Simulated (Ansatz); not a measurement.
Consider CaF₂ in the fluorite structure (space group Fm-3m, No. 225).

```
CaF2
1.0
    0.00000     2.71957     2.71957
    2.71957     0.00000     2.71957
    2.71957     2.71957     0.00000
Ca F
1 2
Direct
  0.00000   0.00000   0.00000
  0.25000   0.25000   0.25000
  0.75000   0.75000   0.75000
```

Cartesian axes are those of the cell as printed.

The values are results of Kohn–Sham DFT with the r2SCAN functional, run in Ansatz (an electronic-structure program) with PAW and 500 eV plane waves, scalar-relativistic without spin-orbit coupling, not measurements.

Free-standing slabs (3 atom(s) a layer) normal to [111] with 15 Å of vacuum; in-plane cell held at bulk.

One change was made to it. Results:

```csv
quantity,base,after
smallest direct gap,8.29 eV,7.85 eV
band gap,8.03 eV,7.64 eV
gap character,–,"indirect, M → Γ"
```

Question: Which of these changes matches the shifts?
(A) 1 layer
(B) 5 layers
(C) 3 layers

Answer: B, 5 layers. For comparison, the band gap in the other runs: 3 layers gives 7.57 eV; 1 layer gives 7.18 eV.

No phonon test of stability was made. k-point labels follow each cell's own Brillouin zone.
